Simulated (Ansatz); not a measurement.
## Effect of pressure 3 GPa on Rh2Ge

Consider Rh2Ge (space group Pnma, No. 62; a = 5.491 Å, b = 4.011 Å, c = 7.578 Å).

It is then changed as follows: cell and atoms relaxed at a pressure of 3 GPa.

Method: plane-wave PAW DFT at the r2SCAN level (Ansatz, a quantum-chemistry and plane-wave program, 500 eV), spin-orbit coupling left out, earlier PAW set. Settings: 7×9×5 k-points, 0.05 eV Fermi–Dirac smearing.

| quantity | base | changed | shift |
|---|---|---|---|
| volume per atom | 13.91 Å³ | 13.72 Å³ | -0.184 Å³ |
| density | 11.08 g/cm³ | 11.23 g/cm³ | +0.15 g/cm³ |
| shortest interatomic distance | 2.469 Å | 2.463 Å | -0.006 Å |
| enthalpy H = E + PV relative to the base's energy | – | +0.26 eV/atom | – |
| band gap | zero | zero | – |

Load acts through the strain it causes; cell and atoms are relaxed under it. No phonon test of stability was made. The final runs are not spin-polarised.
